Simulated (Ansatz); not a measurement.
**BN (space group P6_3/mmc, No. 194; layered, stacked along the Cartesian z axis)**

```xyz
4
Lattice="2.5064 0.0000 0.0000 -1.2532 2.1706 0.0000 0.0000 0.0000 6.6147" Properties=species:S:1:pos:R:3 pbc="T T T"
B      1.2532     0.7235     4.9610
B      0.0000     1.4471     1.6537
N      0.0000     1.4471     4.9610
N      1.2532     0.7235     1.6537
```

Calculations: PBE-D3(BJ) (Ansatz, a program for electronic structure), spin-orbit coupling left out. Γ-centred 15×15×5 mesh, Fermi–Dirac width 0.05 eV.

```json
{
  "volume_per_atom": "9.00 Å³",
  "density": "2.29 g/cm³",
  "band_gap": "4.24 eV, indirect, k = (0.267, 1/3, 0) in the run's primitive reciprocal basis → M",
  "total_energy": "-271.343 eV/atom (σ→0; compares only within this code and set-up)"
}
```

Gaps are read on the SCF mesh and a high-symmetry path. Whether these cells are dynamically stable was not tested.
